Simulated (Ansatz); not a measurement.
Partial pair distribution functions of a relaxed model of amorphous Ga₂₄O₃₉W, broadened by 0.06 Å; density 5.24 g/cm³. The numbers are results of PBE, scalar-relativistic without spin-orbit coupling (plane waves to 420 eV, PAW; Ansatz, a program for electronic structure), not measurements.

A CHGNet melt-quench gave the starting glass, which DFT then relaxed. O atoms were pushed apart under 1.9 Å during the dynamics, to hinder bonds among them. The hot cell started wider than the set density and was brought back towards it in steps. It is the lowest in DFT energy of 2 quenches. It is a model cell: composition and starting density were chosen by hand, and all elements were melted together. No dispersion term was used. Its density started from a set value of 5.13 and ended at 5.24 g/cm³. The quench (nominally 280 K/ps over its main leg) was far faster than any real one, so the model tends to hold more defects than a real film. A cell of this size samples the disorder only roughly. Volume and shape were free in the relaxation. On a 2×2×2 Γ-centred mesh force components of up to 0.12 eV/Å stay, since the relaxation ran on the zone centre alone.

| r (Å) | g Ga-O | g O-W | g Ga-Ga | g O-O |
|---|---|---|---|---|
| 1.55 | 0.00 | 0.00 | 0.00 | 0.00 |
| 1.65 | 0.04 | 0.45 | 0.00 | 0.00 |
| 1.75 | 1.55 | 5.97 | 0.00 | 0.00 |
| 1.85 | 7.32 | 7.58 | 0.00 | 0.00 |
| 1.95 | 6.73 | 3.89 | 0.00 | 0.00 |
| 2.05 | 2.77 | 2.20 | 0.00 | 0.00 |
| 2.15 | 0.72 | 3.14 | 0.00 | 0.00 |
| 2.25 | 0.18 | 2.16 | 0.00 | 0.00 |
| 2.35 | 0.10 | 0.23 | 0.00 | 0.05 |
| 2.45 | 0.09 | 0.00 | 0.00 | 0.51 |
| 2.55 | 0.08 | 0.00 | 0.00 | 1.31 |
| 2.65 | 0.08 | 0.00 | 0.01 | 1.57 |
| 2.75 | 0.21 | 0.00 | 0.22 | 2.18 |
| 2.85 | 0.49 | 0.01 | 1.11 | 2.51 |
| 2.95 | 0.47 | 0.41 | 1.65 | 2.30 |
| 3.05 | 0.26 | 1.13 | 1.67 | 2.44 |
| 3.15 | 0.52 | 0.19 | 2.01 | 2.24 |
| 3.25 | 0.66 | 0.00 | 2.86 | 1.52 |
| 3.35 | 0.54 | 0.00 | 3.62 | 1.28 |
| 3.45 | 0.73 | 0.00 | 2.12 | 1.05 |
| 3.55 | 1.07 | 0.00 | 1.63 | 0.68 |
| 3.65 | 1.04 | 0.18 | 1.25 | 0.61 |
| 3.75 | 1.16 | 0.77 | 0.69 | 0.58 |
| 3.85 | 1.34 | 0.60 | 0.70 | 0.52 |
| 3.95 | 1.52 | 1.47 | 0.74 | 0.62 |
| 4.05 | 1.24 | 1.78 | 0.76 | 0.42 |
| 4.15 | 1.08 | 0.57 | 0.76 | 0.55 |
| 4.25 | 1.44 | 2.50 | 0.67 | 0.70 |
| 4.35 | 1.69 | 3.50 | 0.66 | 0.58 |
| 4.45 | 1.29 | 1.76 | 0.72 | 0.59 |
| 4.55 | 1.29 | 0.76 | 0.66 | 0.70 |

Within 2.34 Å each Ga has 4.46 O neighbours on average.
